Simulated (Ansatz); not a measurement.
ZnS under load (space group F-43m), Ansatz (an electronic-structure program) with r2SCAN with spin-orbit coupling, rigid bands. Condition of this run: hydrostatic pressure 5 GPa (the target of the relaxation). Band gap 2.95 eV, N_c = 2.37e18 cm⁻³ and N_v = 4.79e19 cm⁻³ at 300 K, conductivity masses of 0.214 mₑ (electrons) and 0.809 mₑ (holes). Take k_BT = 0.02585 eV.

Task: A film of it is 3 nm thick. Estimate the confinement energies in an infinite well.

Result: ħ²π²/(2m t²) = 0.376 eV·nm²/(m/mₑ × t²) gives 195 meV for electrons and 51.6 meV for holes, so the gap would widen to about 3.20 eV. Finite barriers and nonparabolic bands lower this, and with several valleys or bands the heaviest mass along the normal sets the lowest level, not this average.

Task: Find the intrinsic carrier density and the intrinsic Fermi level.

Result: n_i = √(N_c N_v) exp(−E_g/2k_BT) = 1.07e19 × exp(−57.06) = 1.8e-6 cm⁻³. The level lies (k_BT/2) ln(N_v/N_c) = 39 meV from mid-gap (positive towards the conduction band). Each 0.1 eV added to the gap lowers n_i by a factor of 6.9.

Task: What thermal injection velocity √(2k_BT/πm) limits a ballistic channel?

Result: 1.16e7 cm/s for electrons and 5.98e6 cm/s for holes, a ratio of √(m_h/m_e) = 1.94, for dilute carriers.

Rigid bands with the computed gap; masses take one relaxation time for all states.
